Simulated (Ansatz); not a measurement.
# NiSi with two functionals, isotropic strain −5.87 %

Take NiSi (space group Pnma, No. 62; a = 5.190 Å, b = 3.350 Å, c = 5.624 Å; non-magnetic) as the base.

(Cell as relaxed with PBE.)

Levels (all Ansatz, an electronic-structure program, PAW, earlier PAW set): PBE (420 eV, no spin-orbit coupling); PBEsol (420 eV, no SOC).

Each level relaxes its own structure.

```
base                  PBE    PBEsol
---------------  --------  --------
volume per atom  12.22 Å³  11.80 Å³
band gap             zero      zero
```

It is then changed as follows: every lattice vector is shortened by 5.87 %; the atoms relax in the strained cell.

```json
[
 {"quantity": "pressure (mean of the normal stresses, compression positive)", "PBE": "46.3 GPa", "PBEsol": "___"},
 {"quantity": "energy relative to the base (free energy F)", "PBE": "+0.248 eV/atom", "PBEsol": "___"},
 {"quantity": "largest internal atomic displacement", "PBE": "0.045 Å", "PBEsol": "___"},
 {"quantity": "band gap", "PBE": "zero", "PBEsol": "___"}
]
```

What does PBEsol give?


- pressure (mean of the normal stresses, compression positive), PBEsol: 51.0 GPa
- energy relative to the base (free energy F), PBEsol: +0.264 eV/atom
- largest internal atomic displacement, PBEsol: 0.045 Å
- band gap, PBEsol: zero

PBE's pressure lies 4.7 GPa below PBEsol's; PBE's energy relative to the base lies 0.0161 eV/atom below PBEsol's; the two agree on the largest internal atomic displacement and band gap. Neither level is exact; PBEsol is the comparison here, not a measurement.

No phonon test of stability was made. Starting moments died away, wholly or in part, for the base; another magnetic solution may exist. The final runs are not spin-polarised.
